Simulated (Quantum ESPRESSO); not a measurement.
A self-consistent single point of AlFe3C (P1, 5 atoms in the cell) with Quantum ESPRESSO.

Level of theory: LDA (PZ), GBRV 1.5 ultrasoft (LDA) pseudopotentials (plane waves; Quantum ESPRESSO).

The change in words: atoms moved at random. Reference geometry:
```
AlFe3C
1.0
    3.78978     0.00000     0.00000
    0.00000     3.78978     0.00000
    0.00000     0.00000     3.78978
Al Fe C
1 3 1
Direct
  0.00000   0.00000   0.00000
  0.00000   0.50000   0.50000
  0.50000   0.00000   0.50000
  0.50000   0.50000   0.00000
  0.50000   0.50000   0.50000
```
Moments meant for the start (each program seeds them in its own way; μB, in the order of the atoms Al Fe Fe Fe C): 0.0 4.0 4.0 4.0 0.0.

Reference input (self-consistent single point, DFT, LDA (PZ), plane waves, GBRV 1.5 ultrasoft (LDA) pseudopotentials): ecutwfc = 50 Ry; ecutrho = 400 Ry; occupations = smearing; smearing = fermi-dirac; degauss = 0.0073499 Ry; nspin = 2; potentials = {Al: al_lda_v1.uspp.F.UPF, Fe: fe_lda_v1.5.uspp.F.UPF, C: c_lda_v1.2.uspp.F.UPF}; K_POINTS = automatic 7 7 7 0 0 0; conv_thr = 1e-10 Ry; mixing_beta = 0.4. This run's input differs from it in these lines:

```diff
@@ -9,4 +9,3 @@
 &system
-    ibrav = 1
-    celldm(1) = 7.1616462726
+    ibrav = 0
     nat = 5
@@ -29,8 +28,12 @@
 C     12.0110  c_lda_v1.2.uspp.F.UPF
+CELL_PARAMETERS angstrom
+   3.7897800000     0.0000000000     0.0000000000
+   0.0000000000     3.7897800000     0.0000000000
+   0.0000000000     0.0000000000     3.7897800000
 ATOMIC_POSITIONS angstrom
-Al    0.0000000000    0.0000000000    0.0000000000
-Fe    0.0000000000    1.8948900000    1.8948900000
-Fe    1.8948900000    0.0000000000    1.8948900000
-Fe    1.8948900000    1.8948900000    0.0000000000
-C     1.8948900000    1.8948900000    1.8948900000
+Al    0.0207983126   -0.0399329119   -0.0241636373
+Fe   -0.0274683254    1.9375174454    1.8711773465
+Fe    1.8877007873    0.0169403166    1.9215814205
+Fe    1.8911911747    1.9280164670    0.0355670853
+C     1.9124480507    1.8421286828    1.8805115747
 K_POINTS automatic
```

Log, with long lists cut:

```
     Self-consistent Calculation

     iteration #  1     ecut=    50.00 Ry     beta= 0.40

     total energy              =    -765.81603769 Ry
     estimated scf accuracy    <       8.56726376 Ry

     total magnetization       =     5.81 Bohr mag/cell
     absolute magnetization    =     6.59 Bohr mag/cell

     iteration #  2     ecut=    50.00 Ry     beta= 0.40

     total energy              =    -767.34873279 Ry
     estimated scf accuracy    <      12.16646442 Ry

     total magnetization       =     3.03 Bohr mag/cell
     absolute magnetization    =     4.09 Bohr mag/cell

     iteration #  3     ecut=    50.00 Ry     beta= 0.40

   [... lines left out ...]

     total energy              =    -769.18315349 Ry
     estimated scf accuracy    <          5.1E-10 Ry

     total magnetization       =     2.73 Bohr mag/cell
     absolute magnetization    =     3.21 Bohr mag/cell

     iteration # 26     ecut=    50.00 Ry     beta= 0.40

     Magnetic moment per site  (integrated on atomic sphere of radius R)
     atom   1 (R=0.284)  charge=  1.3320  magn= -0.0612
     atom   2 (R=0.199)  charge= 12.7828  magn=  0.8865
     atom   3 (R=0.199)  charge= 12.7845  magn=  0.8861
     atom   4 (R=0.199)  charge= 12.7831  magn=  0.8820
     atom   5 (R=0.199)  charge=  2.7407  magn= -0.0808
     End of self-consistent calculation

     Number of k-points >= 100: set verbosity='high' to print the bands.

     the Fermi energy is    14.8399 ev

!    total energy              =    -769.18315349 Ry
     estimated scf accuracy    <          2.3E-11 Ry
     smearing contrib. (-TS)   =      -0.01315539 Ry
     internal energy E=F+TS    =    -769.16999811 Ry

     total magnetization       =     2.73 Bohr mag/cell
     absolute magnetization    =     3.21 Bohr mag/cell

     convergence has been achieved in  26 iterations

     Forces acting on atoms (cartesian axes, Ry/au):

     atom    1 type  1   force =    -0.00448900    0.01068747    0.00477776
     atom    2 type  2   force =     0.02532671   -0.00917563    0.00591296
     atom    3 type  2   force =     0.00016046   -0.02907078   -0.00290809
   [... lines left out ...]

     Total force =     0.069958     Total SCF correction =     0.000001

          total   stress  (Ry/bohr**3)                   (kbar)     P=     -199.25
  -0.00137679   0.00000893   0.00000523         -202.53        1.31        0.77
   0.00000893  -0.00131971  -0.00001612            1.31     -194.14       -2.37
   0.00000523  -0.00001612  -0.00136691            0.77       -2.37     -201.08

   JOB DONE.
```

The run converged in 26 iterations. Against the reference run the free energy goes up by 16.1 meV/atom, the pressure goes from -20.85 to -19.92 GPa, the largest force goes from 0.000 to 1.193 eV/Å and the size of the net moment stays at 0.55 μB/atom.

The starting cell comes from a database of computed structures (which also holds hypothetical and non-ambient phases and stackings), without a prior relaxation at this level. For this run, on top of that: atoms moved at random. The moments shrank to a small part of their start, a low-spin state that need not be the lowest. With a pressure of about -20 GPa the cell is away from its equilibrium volume at this level. Forces in this geometry exceed 1 eV/Å.

Cost on one core of a shared machine: roughly 8 min.
